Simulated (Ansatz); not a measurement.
**Pressure series in hypothetical diamond Bi**

The reference is Bi in the diamond structure (space group Fd-3m, No. 227; a = 7.2894 Å; a hypothetical phase, not in the database extracts checked).

Cell and atoms are relaxed at each pressure.

Calculations: DFT with PBE, PAW potentials and a 420 eV plane-wave cutoff in Ansatz (a first-principles code), without spin-orbit coupling.

Notes on the quantities. enthalpy: H = E + PV relative to the base's energy.

```tsv
case	enthalpy	density
base	–	7.17 g/cm³
pressure −2 GPa	-0.63 eV/atom	6.59 g/cm³
pressure −1 GPa	-0.31 eV/atom	6.90 g/cm³
pressure 0.3 GPa	+0.09 eV/atom	7.24 g/cm³
pressure 0.7 GPa	+0.21 eV/atom	7.34 g/cm³
pressure 1.5 GPa	+0.44 eV/atom	7.51 g/cm³
pressure 3 GPa	+0.87 eV/atom	7.82 g/cm³
pressure 5 GPa	+1.41 eV/atom	8.18 g/cm³
pressure 7.5 GPa	+2.05 eV/atom	8.57 g/cm³
pressure 10 GPa	+2.67 eV/atom	8.92 g/cm³
```

Load acts through the strain it causes; cell and atoms are relaxed under it. Whether these cells are dynamically stable was not tested. Competing high-pressure phases were not computed.
